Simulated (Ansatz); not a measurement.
Base system: WC (space group P-6m2, No. 187; relaxed with 0.1 eV smearing).

```
WC
1.0
    2.88431     0.00000     0.00000
   -1.44215     2.49788     0.00000
    0.00000     0.00000     2.81153
W C
1 1
Direct
  0.00000   0.00000   0.00000
  0.33333   0.66667   0.50000
```

Cartesian axes are those of the cell as printed.

Computed with Kohn–Sham DFT with the LDA functional, run in Ansatz (a program for electronic structure) with PAW and 420 eV plane waves, scalar-relativistic without spin-orbit coupling.

The change: the cell is scaled by 0.9800 in all directions; the atoms relax in the strained cell.

Task: Predict the stress tensor and what it implies for the stiffness.

Result: Stress of the strained cell less that of the base (GPa, compression positive):
```
   27.7     0.0     0.0
    0.0    27.7     0.0
    0.0     0.0    32.3
```

Then B = −ΔP/(ΔV/V₀) with ΔV/V₀ = -0.0588 gives secant stiffness values (nonlinear terms included at this strain): B (at held cell shape, above the free-shape value) ≈ 497 GPa.

As a check, the harmonic strain energy −½ V₀ Δσ:ε is 55 meV/atom; the computed energy rise is 52 meV/atom.

No phonon test of stability was made. The final runs are not spin-polarised.
